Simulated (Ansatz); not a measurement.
**Hypothetical rock salt SnC, response to strain**

Take SnC in the rock salt structure (space group Fm-3m, No. 225; a hypothetical phase, not in the database extracts checked; relaxed with 0.1 eV smearing) as the base.

```yaml
crystal:
  lattice:
    - [0.00000, 2.40074, 2.40074]
    - [2.40074, 0.00000, 2.40074]
    - [2.40074, 2.40074, 0.00000]
  atoms:
    - { symbol: C, position: [0.00000, 0.00000, 0.00000] }
    - { symbol: Sn, position: [0.50000, 0.50000, 0.50000] }
```

Cartesian axes are those of the cell as printed.

Strains are applied to the cell and any free atomic positions relax; under biaxial strain the out-of-plane vector relaxes too.

All numbers come from plane-wave PAW DFT at the PBE level (Ansatz, an electronic-structure program, 420 eV), without spin-orbit coupling.

Notes on the quantities. pressure: mean of the normal stresses, compression positive.

| variant | pressure | space group | shortest interatomic distance |
|---|---|---|---|
| base | 0.0 GPa | Fm-3m (No. 225) | 2.401 Å |
| biaxial strain −0.32 %, plane normal [110], relaxed out of plane | 0.7 GPa | Immm (No. 71) | 2.393 Å |
| biaxial strain +0.35 %, plane normal [111], relaxed out of plane | -0.7 GPa | R-3m (No. 166) | 2.405 Å |
| biaxial strain +2.97 %, plane normal [111], relaxed out of plane | -5.3 GPa | R-3m (No. 166) | 2.439 Å |
| isotropic strain −1.46 % | 6.4 GPa | Fm-3m (No. 225) | 2.366 Å |
| isotropic strain +0.55 % | -2.1 GPa | Fm-3m (No. 225) | 2.414 Å |
| isotropic strain +2.82 % | -8.9 GPa | Fm-3m (No. 225) | 2.468 Å |
| isotropic strain +5.24 % | -13.6 GPa | Fm-3m (No. 225) | 2.527 Å |
| uniaxial strain ε_xx = +1.10 % | -1.4 GPa | I4/mmm (No. 139) | 2.401 Å |
| uniaxial strain ε_xx = +5.16 % | -5.3 GPa | I4/mmm (No. 139) | 2.401 Å |

Stability against distortions was not tested. The final runs are not spin-polarised.
